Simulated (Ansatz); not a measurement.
Free zigzag chain of I atoms

Calculation: PBE (plane waves to 420 eV, PAW; Ansatz, a first-principles code). Mesh 1×1×62. No spin polarisation, so a magnetic state wasn't tested. Isolated but for its images some 11 Å away. A hypothetical model. Symmetry and one short period hold its shape; lower forms weren't sought. Pairing along the axis, which can open a gap, is among the distortions not tried. Values not marked SOC lack spin–orbit coupling.

* **period along the axis (2 atoms)**: 5.616 Å
* **PBE gap**: none (under 0.01 eV)
* **crossings of the Fermi level between Γ and the zone edge (49 points)**: 1, each for both spins (ideal conductance 1 × 2e²/h)
* **work function (PBE)**: 5.89 eV

```yaml
crystal:
  lattice:
    - [13.00000, 0.00000, 0.00000]
    - [0.00000, 11.00000, 0.00000]
    - [0.00000, 0.00000, 5.61593]
  atoms:
    - { symbol: I, position: [0.46775, 0.50000, 0.00000] }
    - { symbol: I, position: [0.53225, 0.50000, 0.50000] }
```
